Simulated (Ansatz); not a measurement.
TiTeSe (P3m1, No. 156, 3 atoms in the cell; start mp-1216648) was calculated with PBEsol (Ansatz, an electronic-structure program, plane waves, PAW).

Input:

Ansatz 0.2 input:
```yaml
crystal:
  lattice:
    - [3.5969439525, 0.0, 0.0]
    - [-1.7984719763, 3.1150448389, 0.0]
    - [0.0, 0.0, 6.3754330066]
  atoms:
    - { symbol: Ti, position: [0.0, 0.0, 0.9786358011] }
    - { symbol: Te, position: [0.6666666667, 0.3333333333, 0.2697456425] }
    - { symbol: Se, position: [0.3333333333, 0.6666666667, 0.7516285564] }
basis:
  ecutwfc: 520
  ecutrho_ratio: 4
  xc_grid: 2
kpoints:
  mp_grid: { grid: [18, 18, 8] }
hamiltonian:
  xc: pbesol
  dispersion: none
  pseudopotentials: { kind: paw }
scf:
  occupations: { method: fermi_dirac, width: 0.05 }
output:
  forces: true
  stress: true
  eigenvalues: true
relax:
  f_tol: 0.004
  escape_saddle: false
  max_steps: 80
  cell: { stress_tol: 0.02, fix: [volume] }
```

Excerpt of the program's output:

```
Relaxation: its limit of steps is 80 (relax.max_steps)
Crystal: 3 atoms, lattice volume = 71.434 Å³
Basis set: ecut = 520 eV, 1943 PW (Γ), exchange–correlation on 54×54×96 points (8 copies of the dense FFT grid, shifted against one another)
Bands: 27, of which v1, the nominal top of the filled ones, is band 22 counted from 1 (21 counted from 0)
Symmetry: 6 space group operations
Space group: P3m1 (ITA 156), of the structure as read, at distance tolerance 4.1e-5 Å
k-points: 266 of 2592 (time reversal used)
Functional: x = pbesol(κ = 0.804, μ = 0.12345679012345678), c = pbesol(β = 0.046)
SCF iter   1: F=—  HF=-14802.447143 eV  |F-HF|=—  |Δ(HF+E_count)|=         —  Δρ=5.33e-3  dr2=3.36e-2
SCF iter   2: F=—  HF=-14802.445024 eV  |F-HF|=—  |Δ(HF+E_count)|=   2.12e-3  Δρ=4.78e-3  dr2=3.12e-2
  ...
SCF 1 converged in 6 iterations: F = -14802.440474 eV  dr2 = 6.61e-8
Crystal: 3 atoms, lattice volume = 71.434 Å³
Initial density: handed on by an earlier stage of this run
SCF 2 converged in 6 iterations: F = -14802.439768 eV  dr2 = 5.01e-8
Crystal: 3 atoms, lattice volume = 71.434 Å³
SCF 3 converged in 10 iterations: F = -14802.444904 eV  dr2 = 1.30e-13
Crystal: 3 atoms, lattice volume = 71.434 Å³
SCF 4 converged in 5 iterations: F = -14802.444974 eV  dr2 = 1.02e-8
Crystal: 3 atoms, lattice volume = 71.434 Å³
SCF 5 converged in 4 iterations: F = -14802.444976 eV  dr2 = 4.21e-10
Crystal: 3 atoms, lattice volume = 71.434 Å³
SCF iter   5: F=—  HF=-14802.444977 eV  |F-HF|=—  |Δ(HF+E_count)|=  3.64e-12  Δρ=6.45e-8  dr2=5.55e-12
SCF iter   6: F=-14802.444977 eV  HF=-14802.444977 eV  |F-HF|=0.00e0  |Δ(HF+E_count)|=  3.64e-12  Δρ=1.05e-8  dr2=1.55e-13
SCF 6 converged in 6 iterations: F = -14802.444977 eV  dr2 = 1.55e-13
SCF converged after 6 iterations
Free energy (F): -14802.444977 eV
Internal energy: -14802.434417 eV  (E = F + TS)
E sigma→0 (E₀):  -14802.439697 eV
Fermi energy:    10.228626 eV
--- Forces (eV/Å), atoms counted from 1 ---
  atom   1  Ti     0.00000000     0.00000000    -0.00039116
  atom   2  Te    -0.00000000    -0.00000000     0.00023303
  atom   3  Se     0.00000000     0.00000000     0.00015868
--- Stress (GPa, compression-positive) ---
       -0.483729      -0.000000       0.000000
       -0.000000      -0.483729      -0.000000
        0.000000      -0.000000      -0.483467
  P = ⅓ Tr σ = -0.4836 GPa (-4.836 kbar)
```

The cell is one volume of an energy–volume scan, off the minimum.

The PAW data were made under PBE.

Note: the relaxation could not lower the start's symmetry, so the cell can be a saddle point above a distorted one. Note: the cell has widely spaced layers and the level no dispersion term, so their spacing and the moduli can rest on weak binding.

It cost about 6 core-minutes (a rough figure) of CPU time.

A start named mp-… is a Materials Project structure, which need not be a measured phase.
